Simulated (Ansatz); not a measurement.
## LiVC₂O₆ (space group R-3, No. 148; ferromagnetic; a cell from a computed database, its experimental status unchecked)

LiVC₂O₆ is taken in the trigonal space group R-3, hexagonal axes (No. 148), Pearson symbol hR10. Conventional cell: a = b = 4.6226 Å, c = 14.7974 Å, α = β = 90.00°, γ = 120.00°. Li on 3a has 6 O at 2.169 Å (octahedral). V on 3b is surrounded by 6 O at 2.003 Å (octahedral). C on 6c has 3 O at 1.289 Å (trigonal planar). O on 18f is coordinated by 1 C at 1.289 Å and 1 V at 2.003 Å and 1 Li at 2.169 Å (trigonal planar). (Neighbours: up to the widest gap in distance over summed covalent radii, below 1.35, at either atom; cation-cation and far metal-metal contacts left out.)
(The calculation used a cell of 10 atoms; values per cell refer to that cell.)

Computed with PBEsol, PAW, 420 eV (Ansatz, an electronic-structure program; spin-orbit coupling left out). k-mesh 10×10×10 (Γ-centred); smearing 0.05 eV (Fermi–Dirac).

The volume per atom is 9.13 Å³, the density comes out as 3.24 g/cm³ and the band gap comes out as zero. The magnetic state is ferromagnetic. The total energy comes out as -694.927 eV/atom (σ→0; compares only within this code and set-up).

Other magnetic orders, which the real material may have, were not ruled out. Stability against distortions was not tested. No Hubbard U is applied, and correlation can decide whether such a compound is a metal.
